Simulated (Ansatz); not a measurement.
Consider interstitial Cu in wurtzite ZnO, charge state +1. The step: several atoms move together, Cu the farthest (a rearrangement that moves the defect's centre by under 1 Å); the atom moves 1.58 Å along (0.48, 0.48, 0.00) of the unit cell; the moving atom starts with neighbours O at 1.81, O at 1.85; Zn at 2.30 Å and ends with O at 1.81, O at 1.85; Zn at 2.30 Å. A PBE band in Ansatz (plane-wave PAW, one k-point at (0.125, 0.250, 0.250), 72 host sites, 27 SCF runs with any check of the saddle's order, static, no finite-size correction) gives a forward barrier of 0.44 eV. The saddle point's order was not checked, and it lies on a symmetry element of the cell, where a band can be held. The charge state is imposed; whether it is stable for some Fermi level was not computed. Sites that were not tried may lie lower.

Single points at the band's start and saddle point can refine it. Rough cost of one point, in units of the band's mean SCF on the same machine:

```tsv
Level	Cost of one point
PBE, a 2×2×2 k-point mesh shifted by half a step along c	about 4
r2SCAN at 500 eV, one k-point at (0.125, 0.250, 0.250)	about 2
```

Question: Which of these move the barrier by more than 0.1 eV, and how far does each move it?

Answer: Not one does. PBE, a 2×2×2 k-point mesh shifted by half a step along c: 0.00 eV; r2SCAN at 500 eV, one k-point at (0.125, 0.250, 0.250): +0.06 eV. Each functional is compared with PBE at the same k-points.

Ansatz is a quantum-chemistry and plane-wave program.
